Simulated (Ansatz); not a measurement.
C11b WSi2, relaxed in Ansatz (plane waves) with several semilocal functionals. Each gives its own volume and its own elastic constant C11:

| level | V0 (Å³/atom) | elastic constant C11 (GPa) | ln V0 | ln C11 |
|---|---|---|---|---|
| PBEsol | 13.360 | 443.3 | 2.5923 | 6.0942 |
| PBE | 13.672 | 420.7 | 2.6153 | 6.0419 |
| RPBE | 13.842 | 409.7 | 2.6277 | 6.0154 |
| BLYP | 14.295 | 368.4 | 2.6599 | 5.9092 |

Task: Fit a straight line to ln C11 against ln V0. What does it predict for revPBE, whose volume is 13.797 Å³/atom?

Result: With x = ln V0 and y = ln C11: means 2.62380 and 6.01517; Σ(Δx Δy) = -0.006541, Σ(Δx²) = 0.002383, so the slope is -2.74. At x = 2.6245 the line gives y = 6.01517 + (-2.74) × (2.6245 − 2.62380) = 6.0133, or 408.8 GPa. The run with revPBE gives 412.7 GPa, +1.0 % from the line. The rows used scatter about it by up to 1.1 %, while the largest value lies 20 % above the smallest.

Measured: 443 GPa (measured, temperature not stated, not corrected to a static lattice; as tabulated in Friák et al. (2018), doi:10.3390/nano8121057).

Ansatz's density-functional and Hartree–Fock values are scalar-relativistic unless marked +SOC, with PAW data made under PBE.

Ansatz is an electronic-structure program.
